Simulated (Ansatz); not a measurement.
# How the cohesive energy of fluorite CoSi2 moves with the method

No measured value is used here.

```tsv
level (code)	value (eV/atom)	cell (Å³/atom)
LDA (Ansatz)	6.37	12.22
PBE (Ansatz)	5.18	12.83
PBEsol (Ansatz)	5.82	12.49
r²SCAN (Ansatz)	___	12.51
HSE06 (Ansatz)	___	12.38
PBE0 (Ansatz)	4.48	12.36
```

Q: Some entries are withheld; supply them.

A: 
- r²SCAN (Ansatz, a quantum-chemistry and plane-wave program), value (eV/atom): 5.09
- HSE06 (Ansatz), value (eV/atom): 4.43

HSE06, PBE0: the run has no spin polarisation, so it can have missed a magnetic state. HSE06, PBE0: the free atom's electronic state is in doubt. Each level is taken at its own relaxed cell. Cutoffs and k meshes differ between the levels. Ansatz's density-functional and Hartree–Fock values are scalar-relativistic unless marked +SOC, with PAW data made under PBE.
